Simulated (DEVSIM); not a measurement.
Device: Schottky contact on p-type GaSb, at 300 K.

| layer (left to right) | material | thickness (μm) | Na (cm⁻³) | τn (s) | τp (s) |
|---|---|---|---|---|---|
| 1 | GaSb | 0.710 | 1.5e16 | 1.6e-9 | 1.6e-9 |
| 2 | GaSb | 29.0 | 2.4e18 | 1.6e-9 | 1.6e-9 |

Left contact: Schottky, work function 4.446 eV, emission velocity 4.5e6 cm/s. Right contact: ohmic. Voltage is applied to the left contact. Recombination: SRH at mid-gap, Auger. Mobility is μmin + (μ − μmin)/(1 + (N/Nref)^α).

Constants are typed, rounded textbook-type inputs, not results; the design itself was drawn at random and stands for no fabricated device. Values at 300 K.

```
parameter        GaSb
-------------  ------
gap (eV)        0.726
affinity (eV)    4.06
permittivity     15.7
Nc (cm⁻³)      2.1e17
Nv (cm⁻³)      1.8e19
μn (cm²/Vs)      5000
μp (cm²/Vs)       850
μn,min           1000
μp,min            190
Nref,n         2.8e17
Nref,p           9e17
αn               1.05
αp               0.65
Cn (cm⁶/s)      5e-30
Cp (cm⁶/s)      5e-30
```

Model (solved in DEVSIM): 1D drift-diffusion, Boltzmann statistics, complete ionisation; no tunnelling, impact ionisation, image-force lowering or self-heating. Metal contacts follow the ideal Schottky-Mott rule: no Fermi-level pinning, no interface dipoles.

Base results: potential step across the device at zero bias (V) 0.288; dark forward voltage at 100 A/cm² (V) 0.054.

What follows from this one change: metal work function 4.446 → 4.346 eV?

potential step across the device at zero bias 0.288 → 0.388 V; dark forward voltage at 100 A/cm² 0.054 → 0.149 V.

What follows from this one change: doping Na of layer 2 2.4e+18 → 7.2e+17 cm^-3?

potential step across the device at zero bias 0.288 → 0.257 V; dark forward voltage at 100 A/cm² little changed (0.058 V).
